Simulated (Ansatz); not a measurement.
We consider ScOF (P2₁/c, No. 14, 12 atoms in the cell; start mp-4661), described by r²SCAN in Ansatz (plane waves, PAW).

Settings: plane-wave cutoff 560 eV, 8×8×8 k mesh, Fermi–Dirac smearing 0.01 eV, scalar-relativistic PAW data made under PBE.

Cell (relaxed with PBEsol):

```cif
data_F4O4Sc4
_chemical_formula_sum 'Sc4 O4 F4'
_space_group_name_H-M_alt 'P21/c'
_space_group_IT_number 14
_space_group_name_Hall '-P 2ybc'
_cell_length_a 5.15356
_cell_length_b 5.12450
_cell_length_c 5.21327
_cell_angle_alpha 90.000
_cell_angle_beta 99.977
_cell_angle_gamma 90.000
loop_
_atom_site_label
_atom_site_type_symbol
_atom_site_symmetry_multiplicity
_atom_site_Wyckoff_symbol
_atom_site_fract_x
_atom_site_fract_y
_atom_site_fract_z
_atom_site_occupancy
Sc1 Sc 4 e 0.69171 0.47203 0.28800 1
O1 O 4 e 0.45638 0.24616 0.48817 1
F1 F 4 e 0.05718 0.67289 0.34102 1
```

**Question.** Estimate the band gap, smallest direct gap on the k points sampled and direct gap at Γ that the calculation returns.

**Answer.** 
band gap: 5.09 eV (indirect)
smallest direct gap on the k points sampled: 5.23 eV
direct gap at Γ: 5.37 eV

Note: cell and atoms aren't relaxed at this level (largest force component 0.07 eV/Å, pressure 2.1 GPa).

The computed numbers hold no vibrational or temperature effects.

A start named mp-… is a Materials Project structure, which need not be a measured phase.

Ansatz is a program for electronic structure.
